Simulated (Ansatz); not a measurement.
The starting structures come from a database of crystals and need not be the phases stable at ambient conditions.

By PBEsol, the system below comes out a metal.

A figure of merit of an interconnect metal is its ballistic conductance per area.

Input:

```yaml
crystal:
  lattice:
    - [5.59992, 0.00000, 0.00000]
    - [0.00000, 6.08324, 0.00000]
    - [0.00000, 2.57530, 4.96993]
  atoms:
    - { symbol: Co, position: [0.00000, 0.76620, 0.61690] }
    - { symbol: Co, position: [0.00000, 0.23380, 0.38310] }
    - { symbol: Co, position: [0.50000, 0.23380, 0.88310] }
    - { symbol: Co, position: [0.50000, 0.76620, 0.11690] }
    - { symbol: Ge, position: [0.34106, 0.00000, 0.34106] }
    - { symbol: Ge, position: [0.65894, 0.00000, 0.65894] }
    - { symbol: Ge, position: [0.84106, 0.00000, 0.15894] }
    - { symbol: Ge, position: [0.15894, 0.00000, 0.84106] }
    - { symbol: Ge, position: [0.25000, 0.50000, 0.50166] }
    - { symbol: Ge, position: [0.75000, 0.50000, 0.49834] }
    - { symbol: Ge, position: [0.75000, 0.50000, 0.99834] }
    - { symbol: Ge, position: [0.25000, 0.50000, 0.00166] }
```

Space group of this cell: Cmce. The cell is taken as given; by PBEsol its mean pressure is -1.0 GPa.

The current flows along the normal of the first two printed cell vectors. No spin-orbit coupling; the value is a mean over 0.1 eV about the Fermi level.

Give the ballistic conductance per area that PBEsol in Ansatz (a first-principles code) yields.

0.49 × 10¹⁵ S/m² for both spins.
